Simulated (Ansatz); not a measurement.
Structures of equal composition on the (110) surface of germanium: P on one of 2 surface atoms, no caps; P on one of 2 atoms under the surface, no caps. The slabs share one bottom face, and each structure is named by its start. These are constructed structures in small cells; real faces may alloy, dewet or reconstruct in larger ones, and not all known structures of the face are among them. Slabs of about 15 Å, Fermi-Dirac smearing of 0.025 eV. Bottom of the slabs: built like the top, H on every dangling bond, free. Relaxed from the named starts with such symmetry as they have, on meshes of like density; energies extrapolated to zero smearing; spin only where a row says so; no spin-orbit coupling, no U. Brackets mark spin-polarised runs, whose order is one that fits the cell. Where a second, spin-polarised start was run, the lower counts.

Computed with PBE (plane waves to 420 eV, PAW; Ansatz, a first-principles code).

Q: Put the candidates in order of energy per 1x1 cell, lowest first, for PBE.

A: P on one of 2 surface atoms, no caps (0.000 eV [spin, 0.7 μB a cell], no gap on the mesh), P on one of 2 atoms under the surface, no caps (0.340 eV (like top atoms buckled by 0.9 Å) [spin start, no net moment], no gap on the mesh)
